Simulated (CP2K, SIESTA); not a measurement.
A CP2K input for a self-consistent single point of GaP (F-43m, 2 atoms in the cell) (DFT PBEsol, GPW, DZVP-MOLOPT-SR-GTH basis, GTH-PBE potentials (GTH_POTENTIALS)):

```
&GLOBAL
  PROJECT bulk
  RUN_TYPE ENERGY_FORCE
  PRINT_LEVEL LOW
&END GLOBAL
&FORCE_EVAL
  METHOD Quickstep
  STRESS_TENSOR ANALYTICAL
  &DFT
    BASIS_SET_FILE_NAME BASIS_MOLOPT
    POTENTIAL_FILE_NAME GTH_POTENTIALS
    &QS
      METHOD GPW
      EPS_DEFAULT 1E-10
    &END QS
    &MGRID
      CUTOFF 600
      REL_CUTOFF 60
      NGRIDS 5
    &END MGRID
    &SCF
      SCF_GUESS ATOMIC
      EPS_SCF 1E-7
      MAX_SCF 100
      ADDED_MOS 4
      &DIAGONALIZATION
        ALGORITHM STANDARD
      &END DIAGONALIZATION
      &MIXING
        METHOD BROYDEN_MIXING
        ALPHA 0.3
        NBUFFER 8
        BETA 1.5
      &END MIXING
    &END SCF
    &KPOINTS
      SCHEME MONKHORST-PACK 5 5 5
    &END KPOINTS
    &XC
      &XC_FUNCTIONAL
        &PBE
          PARAMETRIZATION PBESOL
        &END PBE
      &END XC_FUNCTIONAL
    &END XC
    &PRINT
      &MO
        EIGENVALUES T
        OCCUPATION_NUMBERS T
        NDIGITS 8
        FILENAME mo
        &EACH
          QS_SCF 0
        &END EACH
        ADD_LAST NUMERIC
      &END MO
      &MULLIKEN OFF
      &END MULLIKEN
    &END PRINT
  &END DFT
  &SUBSYS
    &CELL
      A 3.93120400 0.00000000 0.00000000
      B 1.96560200 3.40452300 0.00000000
      C 1.96560200 1.13484100 3.20981500
      PERIODIC XYZ
    &END CELL
    &COORD
      SCALED
      Ga       0.00000000     0.00000000     0.00000000
      P        0.25000000     0.25000000     0.25000000
    &END COORD
    &KIND Ga
      BASIS_SET DZVP-MOLOPT-SR-GTH-q13
      POTENTIAL GTH-PBE-q13
    &END KIND
    &KIND P
      BASIS_SET DZVP-MOLOPT-SR-GTH-q5
      POTENTIAL GTH-PBE-q5
    &END KIND
  &END SUBSYS
  &PRINT
    &FORCES ON
    &END FORCES
    &STRESS_TENSOR ON
    &END STRESS_TENSOR
  &END PRINT
&END FORCE_EVAL
```

### Question
Write the same calculation as an input for SIESTA.

### Answer
One input that does it (others would too):

```
# files in the folder: Ga.psml P.psml (PseudoDojo PBEsol standard)
SystemName  GaP
SystemLabel GaP

NumberOfAtoms                2
NumberOfSpecies              2
%block ChemicalSpeciesLabel
  1 31 Ga
  2 15 P
%endblock ChemicalSpeciesLabel
LatticeConstant              1.0 Ang
%block LatticeVectors
     0.000000000    2.779781000    2.779781000
     2.779781000    0.000000000    2.779781000
     2.779781000    2.779781000    0.000000000
%endblock LatticeVectors
AtomicCoordinatesFormat      ScaledCartesian
%block AtomicCoordinatesAndAtomicSpecies
     0.000000000    0.000000000    0.000000000  1
     1.389890500    1.389890500    1.389890500  2
%endblock AtomicCoordinatesAndAtomicSpecies

XC.functional                GGA
XC.authors                   PBEsol
PAO.BasisSize                DZP
PAO.EnergyShift              0.01 Ry
MeshCutoff                   400 Ry
%block kgrid.MonkhorstPack
    5   0   0  0.0
    0   5   0  0.0
    0   0   5  0.0
%endblock kgrid.MonkhorstPack
OccupationFunction           FD
ElectronicTemperature        10 K

MaxSCFIterations             150
SCF.Mixer.Method             Pulay
SCF.Mixer.Weight             0.2
SCF.Mixer.History            8
SCF.DM.Tolerance             1.0E-04
Diag.ParallelOverK           true
WriteForces                  true
```

Basis settings and potentials, where a program has them, do not carry over. This input uses DFT, GGA PBEsol, numerical atomic orbitals DZP, PseudoDojo PBEsol standard norm-conserving potentials (rewritten from UPF to PSML). Both were run: pressure -4.06 GPa in CP2K and -5.16 in SIESTA; gap on the mesh 1.192 eV in CP2K and 1.379 in SIESTA.

On SIESTA: the starting cell comes from a database of computed structures (which also holds hypothetical and non-ambient phases and stackings), without a prior relaxation at this level. Its lattice was rescaled by a random factor within 2.5 % of one. Values carry the incompleteness of an atom-centred basis. With a pressure of about -5 GPa the cell is away from its equilibrium volume at this level.

On CP2K: the starting cell comes from a database of computed structures (which also holds hypothetical and non-ambient phases and stackings), without a prior relaxation at this level. Its lattice was rescaled by a random factor within 2.5 % of one. Values carry the incompleteness of an atom-centred basis. The potentials were made for another functional than the one used. With a pressure of about -4 GPa the cell is away from its equilibrium volume at this level.
